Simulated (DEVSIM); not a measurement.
System: InP n-i-p diode, at 400 K.

```tsv
layer (left to right)	material	thickness (μm)	Nd (cm⁻³)	Na (cm⁻³)	τn (s)	τp (s)
1	InP	0.130	1e17	-	8.9e-10	8.9e-10
2	InP	5.00	-	4.3e12	8.9e-10	8.9e-10
3	InP	0.600	-	1e18	8.9e-10	8.9e-10
```

Left contact: ohmic. Right contact: ohmic. Voltage is applied to the left contact. Recombination: SRH at mid-gap. Mobility is constant in doping.

Constants are typed, rounded textbook-type inputs, not results; the design itself was drawn at random and stands for no fabricated device. Values at 300 K; Nc and Nv go as T^1.5, mobilities as T to minus their exponent, the gap by Varshni's rule with the affinity fixed.

```csv
parameter,InP
gap (eV),1.344
affinity (eV),4.38
permittivity,12.5
Nc (cm⁻³),5.7e17
Nv (cm⁻³),1.1e19
μn (cm²/Vs),5200
μp (cm²/Vs),170
T exponent of μn,2
T exponent of μp,2
Varshni α (eV/K),0.000363
Varshni β (K),162
```

DEVSIM, 1D drift-diffusion, Boltzmann statistics, complete ionisation; no tunnelling, impact ionisation, image-force lowering or self-heating.

Problem. Give the small-signal capacitance in reverse bias (quasi-static).

Solution. 
```json
[
 {"V (V)": "0.4", "C (nF/cm²)": "2.48"},
 {"V (V)": "1", "C (nF/cm²)": "2.37"},
 {"V (V)": "2", "C (nF/cm²)": "2.30"},
 {"V (V)": "3", "C (nF/cm²)": "2.27"},
 {"V (V)": "4", "C (nF/cm²)": "2.25"},
 {"V (V)": "6", "C (nF/cm²)": "2.24"},
 {"V (V)": "8", "C (nF/cm²)": "2.22"},
 {"V (V)": "10", "C (nF/cm²)": "2.22"},
 {"V (V)": "13", "C (nF/cm²)": "2.21"},
 {"V (V)": "16", "C (nF/cm²)": "2.20"},
 {"V (V)": "20", "C (nF/cm²)": "2.20"}
]
```
